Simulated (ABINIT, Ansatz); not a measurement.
An Ansatz (a program for electronic structure) input for a self-consistent single point of TiB₂Mo (Amm2, 4 atoms in the cell) (DFT, LDA (PW92), plane waves, default PAW files made with PBE):

Ansatz 0.2 input:
```yaml
# TiB2Mo
crystal:
  lattice:
    - [3.115440, 0.000000, 0.000000]
    - [0.000000, 1.605651, 4.266662]
    - [0.000000, -1.605651, 4.266662]
  atoms:
    - { symbol: Ti, position_ang: [0.000000, -0.000000, 1.256959] }
    - { symbol: B, position_ang: [1.557720, 0.000000, 4.767995] }
    - { symbol: B, position_ang: [0.000000, 0.000000, 3.754151] }
    - { symbol: Mo, position_ang: [1.557720, -0.000000, 7.287629] }
basis:
  ecutwfc: 30.9 Ry
kpoints:
  mp_grid: { grid: [10, 10, 10] }
hamiltonian:
  xc: lda
  pseudopotentials: { kind: paw }
scf:
  occupations: { method: fermi_dirac, width: 0.0073 Ry }
output:
  forces: true
  eigenvalues: true
  stress: true
```

Question: Write the same calculation as an input for ABINIT.

Answer: This is the input that was run; spellings and numerical settings could be chosen otherwise.

```
# TiB2Mo, JTH v2.0 LDA PAW
pp_dirpath "./"
pseudos "Ti.LDA_PW-JTH.xml, B.LDA_PW-JTH.xml, Mo.LDA_PW-JTH.xml"
acell 3*1.0
rprim
         5.8873283577    0.0000000000    0.0000000000
         0.0000000000    3.0342406417    8.0628226463
         0.0000000000   -3.0342406417    8.0628226463
natom 4
ntypat 3
znucl 22 5 42
typat 1 2 2 3
xcart
         0.0000000000    0.0000000000    2.3753075516
         2.9436641789    0.0000000000    9.0102043073
         0.0000000000    0.0000000000    7.0943163901
         2.9436641789    0.0000000000   13.7716235929
ecut 30
pawecutdg 60
occopt 3
tsmear 0.1 eV
nband 22
kptopt 1
ngkpt 10 10 10
nshiftk 1
shiftk 0 0 0
nstep 80
tolvrs 1.0e-12
prtwf 0
prtden 0
prtvol 1
enunit 2
```

Basis, cutoffs, solver keys and any potentials are the target program's own. This input uses DFT, LDA (PW92), plane waves, PAW (JTH v2.0 LDA PAW). LDA parametrisations can differ slightly between programs. The width in Ry is rounded to four decimals.

The starting cell comes from a database of computed structures (which also holds hypothetical and non-ambient phases and stackings), without a prior relaxation at this level. Its lattice was rescaled by a random factor within 2.5 % of one.
